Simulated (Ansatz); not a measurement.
## Pressure series in Nb2N

Start from Nb2N (space group P-31m, No. 162; a = 5.267 Å, c = 4.944 Å; a cell from a computed database, its experimental status unchecked).

Cell and atoms are relaxed at each pressure.

All numbers come from Kohn–Sham DFT with the PBEsol functional, run in Ansatz (a first-principles code) with PAW and 420 eV plane waves, without spin-orbit coupling.

Notes on the quantities. enthalpy: H = E + PV relative to the base's energy.

| variant | enthalpy | density | shortest interatomic distance |
|---|---|---|---|
| base | – | 8.38 g/cm³ | 2.145 Å |
| pressure −2 GPa | -0.17 eV/atom | 8.32 g/cm³ | 2.150 Å |
| pressure −1 GPa | -0.08 eV/atom | 8.35 g/cm³ | 2.147 Å |
| pressure 0.3 GPa | +0.02 eV/atom | 8.39 g/cm³ | 2.144 Å |
| pressure 0.7 GPa | +0.06 eV/atom | 8.40 g/cm³ | 2.143 Å |
| pressure 1.5 GPa | +0.12 eV/atom | 8.43 g/cm³ | 2.141 Å |
| pressure 3 GPa | +0.25 eV/atom | [?] | [?] |
| pressure 5 GPa | +0.41 eV/atom | 8.53 g/cm³ | 2.132 Å |
| pressure 7.5 GPa | +0.61 eV/atom | 8.60 g/cm³ | 2.126 Å |
| pressure 10 GPa | +0.81 eV/atom | 8.67 g/cm³ | 2.120 Å |

### Question
Fill in the withheld entries from the trend.

### Answer

- pressure 3 GPa, density: 8.47 g/cm³
- pressure 3 GPa, shortest interatomic distance: 2.137 Å

Load acts through the strain it causes; cell and atoms are relaxed under it. Whether these cells are dynamically stable was not tested. Competing high-pressure phases were not computed. All final runs are without spin polarisation. An odd electron count without spin: Nb2N.
